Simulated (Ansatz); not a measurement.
A user runs Ansatz (a quantum-chemistry and plane-wave program) on CuGaSe2 (I-42d, 8 atoms in the cell) and asks whether the run is sound. The aim is a self-consistent single point with DFT, PBE, plane waves, default PAW files.

The input file:

Ansatz 0.2 input:
```yaml
# CuGaSe2
crystal:
  lattice:
    - [-2.84651400, 2.84651400, 5.59154800]
    - [2.84651400, -2.84651400, 5.59154800]
    - [2.84651400, 2.84651400, -5.59154800]
  atoms:
    - { symbol: Ga, position_ang: [0.00000000, 0.00000000, 5.59154800] }
    - { symbol: Ga, position_ang: [2.84651400, 0.00000000, 2.79577400] }
    - { symbol: Cu, position_ang: [0.00000000, 0.00000000, 0.00000000] }
    - { symbol: Cu, position_ang: [-0.00000000, 2.84651400, 2.79577400] }
    - { symbol: Se, position_ang: [1.42325700, 1.42325700, 6.98943500] }
    - { symbol: Se, position_ang: [1.42325700, -1.42325700, 4.19366100] }
    - { symbol: Se, position_ang: [1.42325700, 1.42325700, 1.39788700] }
    - { symbol: Se, position_ang: [-1.42325700, 1.42325700, 4.19366100] }
basis:
  ecutwfc: 105.0
kpoints:
  mp_grid: { grid: [4, 4, 4] }
hamiltonian:
  xc: pbe
  pseudopotentials: { kind: paw }
scf:
  occupations: { method: fermi_dirac, width: 0.05 }
output:
  forces: true
  eigenvalues: true
  stress: true
```

The program printed (abridged):

```
WARN basis.ecutwfc = 105 eV is below the records' recommended cutoff, and the density's cutoff is lower with it unless basis.ecutrho_ratio is high enough to …
WARN ansatz: RAYON_NUM_THREADS=1 ignored (pool sized by the plan → 1); use --threads N
Pseudopotentials: kind: paw
Pseudopotential: Ga, paw, valence charge 13
Pseudopotential: Cu, paw, valence charge 19
Pseudopotential: Se, paw, valence charge 16
Crystal: 8 atoms, lattice volume = 181.225 Å³
Basis set: ecut = 105 eV, 445 PW (Γ), exchange–correlation on 48×48×48 points (8 copies of the dense FFT grid, shifted against one another)
Bands: 77, of which v1, the nominal top of the filled ones, is band 64 counted from 1 (63 counted from 0)
Symmetry: 8 space group operations
Space group: I-42d (ITA 122), of the structure as read, at distance tolerance 5.7e-5 Å
k-points: 13 of 64 (time reversal used)
Initial density: superposition of atomic densities (neutral atoms: chi_scale 0, normalization atom), corrected by the library's trained network
Initial wavefunctions: pseudopotential atomic-orbital guess
Eigensolver: davidson
Functional: x = pbe(κ = 0.804, μ = 0.2195149727645171), c = pbe(β = 0.06672455060314922)
SCF iter   1: F=—  HF=-41866.794211 eV  |F-HF|=—  |Δ(HF+E_count)|=         —  Δρ=1.28e0  dr2=2.04e3  ethr=1.77e-3  ⟨swp⟩=5.8  Hψ=3745  notcnv=0  defer=3
all-band conjugate gradients solve this SCF's bands
preconditioner: auto → LDOS
SCF iter   2: F=—  HF=-41261.328735 eV  |F-HF|=—  |Δ(HF+E_count)|=    6.05e2  Δρ=5.48e-1  dr2=3.15e2  ethr=1.77e-3  ⟨swp⟩=4.8  Hψ=4818  notcnv=0  defer=38
   [... lines left out ...]
SCF iter   8: F=—  HF=-41117.597592 eV  |F-HF|=—  |Δ(HF+E_count)|=   1.44e-4  Δρ=1.14e-4  dr2=2.31e-5  ethr=7.07e-7  ⟨swp⟩=2.2  Hψ=1383  notcnv=0  defer=41
SCF iter   9: F=—  HF=-41117.588922 eV  |F-HF|=—  |Δ(HF+E_count)|=   8.67e-3  Δρ=3.54e-5  dr2=2.36e-6  ethr=1.81e-8  ⟨swp⟩=2.0  Hψ=1796  notcnv=0  defer=41
SCF iter  10: F=-41117.588922 eV  HF=-41117.588922 eV  |F-HF|=2.60e-8  |Δ(HF+E_count)|=   2.16e-7  Δρ=5.47e-6  dr2=3.81e-8  ethr=7.81e-11  ⟨swp⟩=7.9  Hψ=3804  notcnv=0
SCF 1 converged in 10 iterations: F = -41117.588922 eV  dr2 = 3.81e-8
Free energy (F): -41117.588922 eV
Internal energy: -41117.584444 eV  (E = F + TS)
E sigma→0 (E₀):  -41117.586683 eV
Entropy (-TS):   -0.004478 eV (-0.560 meV/atom)
Fermi energy:    5.842907 eV
--- Forces (eV/Å), atoms counted from 1 ---
  atom   1  Ga     0.00000000     0.00000000     0.00000000
  atom   2  Ga     0.00000000     0.00000000     0.00000000
  atom   3  Cu     0.00000000     0.00000000     0.00000000
  atom   4  Cu     0.00000000    -0.00000000     0.00000000
  atom   5  Se     0.95968299     0.00000000     0.00000000
  atom   6  Se    -0.00000000    -0.95968299    -0.00000000
  atom   7  Se    -0.95968299     0.00000000     0.00000000
  atom   8  Se    -0.00000000     0.95968299     0.00000000
--- Stress (GPa, compression-positive) ---
      138.897583       0.000000       0.000000
        0.000000     138.897583      -0.000000
       -0.000000      -0.000000     122.413855
  P = ⅓ Tr σ = 133.4030 GPa (1334.030 kbar)
  The stress holds the Pulay correction. Without it, at fixed plane waves, as pw.x and ABINIT print it: P = -3686.0711 GPa
```

**Question.** Is anything amiss in this input, and did it matter?

**Answer.** The run is not sound. The fault is a basis or grid far too coarse for these potentials. The error of an incomplete plane-wave basis or grid does not cancel at such settings. To fix it, restore the cutoff that the potentials need and check convergence. The run converged in 10 iterations without an error; against the sound input the free energy goes up by 197 eV/atom, the pressure goes from 0.14 to 133.4 GPa and the largest force goes from 0.282 to 0.960 eV/Å. At a fixed set of plane waves, without the program's Pulay estimate, the pressure is -3686.07 GPa against 0.10 GPa.

An input that runs soundly differs in these lines (not the only fix; some lines may just follow from the change or write a value another way):
```diff
-basis:
-  ecutwfc: 105.0
```

With that input, the run converged in 8 iterations: free energy E − TS (on the zero of these files) -42696.4995 eV; pressure 0.14 GPa; largest force (vector length) 0.282 eV/Å (DFT, PBE, plane waves, default PAW files).

On the sound input: the starting cell has typed, rounded lattice constants, without a prior relaxation at this level. Its lattice was rescaled by a random factor within 2.5 % of one. Spin polarisation is off. Ansatz's pressure includes its estimate of the finite-basis (Pulay) stress. A gap is left out here, as mesh or smearing make it unsure.
